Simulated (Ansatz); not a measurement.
**Several settings converged on BiS (Cm, 4 atoms in the cell)**

```
CELL_PARAMETERS angstrom
      2.83287    -2.79049     0.00000
      2.83287     2.79049     0.00000
     -1.65000     0.00000    10.87060
ATOMIC_POSITIONS crystal
  Bi 0.19052 0.19052 0.34731
  Bi 0.81082 0.81082 0.65729
  S  0.73361 0.73361 0.38560
  S  0.26639 0.26639 0.61440
```

Base method: LDA (PW92), default PAW files made with PBE (plane waves; Ansatz, an electronic-structure program).

Base settings: basis.ecutwfc = 420 eV; kpoints.mp_grid.grid = 8 8 3; hamiltonian.xc = lda; hamiltonian.pseudopotentials = {kind: paw} (the program's default PAW files); scf.occupations.method = fermi_dirac; scf.occupations.width = 0.1 eV.

The count of work is k-points × plane waves × bands × iterations; it is no time. Core times come from one kind of shared machine, to one figure; runs under 30 s give none.

**The k-point mesh**

The second cell is the first with its lattice scaled by 0.98.

Only quantities that move along the ladder and can be compared are tabulated.

```tsv
kpoints.mp_grid.grid	free energy less the last step's (meV/atom)	energy of the compressed cell less the first (meV/atom)	pressure (GPa)	largest difference of a force vector from the last step's (eV/Å)	count of work / last	core time / last (rough)
2 2 1	274.88	36.80	1.04	1.290	0.0082	–
3 3 2	7.41	-3.05	-1.31	0.233	0.025	–
5 5 2	-11.16	-5.59	-1.49	0.062	0.043	–
7 7 3	4.54	-4.00	-1.39	0.093	0.11	0.4
8 8 3	-0.38	-3.86	-1.39	0.024	0.14	–
10 10 4	1.14	-3.27	-1.35	0.007	0.28	0.6
16 16 6	0.00	-3.31	-1.36	0.000	1.0	1
```

Coarsest kpoints.mp_grid.grid that holds the forces within 0.02 eV/Å of the last step, with all finer ones: 10 10 4, at 0.28 of the last step's count of work; the step before is off by 0.024 eV/Å.

Coarsest kpoints.mp_grid.grid that holds the pressure within 0.2 GPa of the last step, with all finer ones: 3 3 2, at 0.025 of the last step's count of work; the step before is off by 2.4 GPa.

Coarsest kpoints.mp_grid.grid that holds the energy of the compressed cell less the first within 1 meV/atom of the last step, with all finer ones: 7 7 3, at 0.11 of the last step's count of work and about 0.4 of the last step's time; the step before is off by 2.3 meV/atom.

**The k-point mesh at a smearing width of 0.02 eV**

In this ladder: scf.occupations.width = 0.02 eV.

Only quantities that move along the ladder and can be compared are tabulated.

| kpoints.mp_grid.grid | free energy less the last step's (meV/atom) | pressure (GPa) | largest difference of a force vector from the last step's (eV/Å) | count of work / last | core time / last (rough) |
|---|---|---|---|---|---|
| 3 3 1 | 35.88 | -1.38 | 0.421 | 0.0057 | – |
| 5 5 2 | -12.96 | -1.58 | 0.153 | 0.019 | – |
| 8 8 3 | -0.69 | -1.45 | 0.039 | 0.052 | – |
| 11 11 4 | 1.75 | -1.38 | 0.011 | 0.13 | 0.1 |
| 16 16 6 | -1.31 | -1.39 | 0.021 | 0.38 | 0.2 |
| 20 20 8 | 0.00 | -1.39 | 0.000 | 1.0 | 1 |

Coarsest kpoints.mp_grid.grid that holds the free energy within 5 meV/atom of the last step, with all finer ones: 8 8 3, at 0.052 of the last step's count of work; the step before is off by 13 meV/atom.

Coarsest kpoints.mp_grid.grid that holds the forces within 0.01 eV/Å: not settled: the last two steps still differ by 0.021 eV/Å, over half the tolerance, so the ladder does not show it.

Coarsest kpoints.mp_grid.grid that holds the pressure within 0.1 GPa of the last step, with all finer ones: 8 8 3, at 0.052 of the last step's count of work; the step before is off by 0.20 GPa.

**The k-point mesh at a smearing width of 0.3 eV**

In this ladder: scf.occupations.width = 0.3 eV.

Only quantities that move along the ladder and can be compared are tabulated.

| kpoints.mp_grid.grid | free energy less the last step's (meV/atom) | pressure (GPa) | largest difference of a force vector from the last step's (eV/Å) | count of work / last | core time / last (rough) |
|---|---|---|---|---|---|
| 3 3 1 | -8.95 | -1.05 | 0.161 | 0.0047 | – |
| 5 5 2 | -4.93 | -1.11 | 0.037 | 0.021 | – |
| 8 8 3 | 0.11 | -1.04 | 0.005 | 0.067 | – |
| 11 11 4 | 0.04 | -1.03 | 0.001 | 0.16 | 0.2 |
| 16 16 6 | 0.00 | -1.03 | 0.000 | 0.49 | 0.7 |
| 20 20 8 | 0.00 | -1.03 | 0.000 | 1.0 | 1 |

Coarsest kpoints.mp_grid.grid that holds the pressure within 0.05 GPa of the last step, with all finer ones: 8 8 3, at 0.067 of the last step's count of work; the step before is off by 0.08 GPa.

Coarsest kpoints.mp_grid.grid that holds the free energy within 0.5 meV/atom of the last step, with all finer ones: 8 8 3, at 0.067 of the last step's count of work; the step before is off by 4.9 meV/atom.

Coarsest kpoints.mp_grid.grid that holds the forces within 0.01 eV/Å of the last step, with all finer ones: 8 8 3, at 0.067 of the last step's count of work; the step before is off by 0.037 eV/Å.

On the base run: the starting cell comes from a database of computed structures (which also holds hypothetical and non-ambient phases and stackings), without a prior relaxation at this level. Its lattice was rescaled by up to half a per cent. One atom was moved a little off its site on purpose. Ansatz's pressure includes its estimate of the finite-basis (Pulay) stress. The run gives no clean gap (levels at the Fermi energy touch, overlap or are partly filled at this smearing), which alone does not show that the compound is a metal.

Keys are those of Ansatz 0.2.
